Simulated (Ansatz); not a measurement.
Functionals compared on the (100) surface of fcc Rh in its 1x1 cell, outermost plane spacing 1.92 Å in the ideal cut, in Ansatz (plane waves, PAW). The structure was relaxed with PBE; the other rows are single points on it, each with its references at the same level. Cutoff 420 eV (500 eV for r2SCAN).

Model: 6-atom slab, 9.6 Å thick at the start (thin: gaps and levels are the slab's own), 14x14x1 mesh, Fermi-Dirac 0.1 eV, dipole correction, all atoms relaxed; start symmetry kept, larger cells not searched; no spin, no spin-orbit, no U. These notes are the PBE run's.

```tsv
functional	surface energy (J/m²)	work function of the top face (eV)	rough cost of the single point
PBE	2.39	5.06	–
LDA	3.00	5.45	about 30 core-seconds (a rough figure)
PBEsol	2.81	5.19	very roughly 27 core-seconds
RPBE	2.13	4.88	around 29 core-seconds (rough)
r2SCAN	[?]	[?]	roughly 40 core-seconds
```

Some entries are withheld; supply them.


- r2SCAN, surface energy (J/m²): 2.64
- r2SCAN, work function of the top face (eV): 5.07

Ansatz is a first-principles code.
